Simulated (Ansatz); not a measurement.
## SiC: pressure series

Take SiC in the wurtzite structure (space group P6_3mc, No. 186) as the base.

```yaml
crystal:
  lattice:
    - [3.09192, 0.00000, 0.00000]
    - [-1.54596, 2.67768, 0.00000]
    - [0.00000, 0.00000, 5.07421]
  atoms:
    - { symbol: Si, position: [0.66667, 0.33333, 0.00052] }
    - { symbol: Si, position: [0.33333, 0.66667, 0.50052] }
    - { symbol: C, position: [0.66667, 0.33333, 0.62468] }
    - { symbol: C, position: [0.33333, 0.66667, 0.12468] }
```

Cell and atoms are relaxed at each pressure.

Level of theory: PBE/PAW in Ansatz (a program for electronic structure), scalar-relativistic without spin-orbit coupling, earlier PAW set.

Candidates:
(a) pressure 50 GPa
(b) pressure 3 GPa
(c) pressure −2 GPa

Base values:

```
Quantity              Result
-------------------  -------
Smallest direct gap  3.95 eV
```

Order them by smallest direct gap, lowest first.

(c) pressure −2 GPa (3.93 eV), (b) pressure 3 GPa (3.97 eV), (a) pressure 50 GPa (4.27 eV)

Load acts through the strain it causes; cell and atoms are relaxed under it. Stability against distortions was not tested. Competing high-pressure phases were not computed.
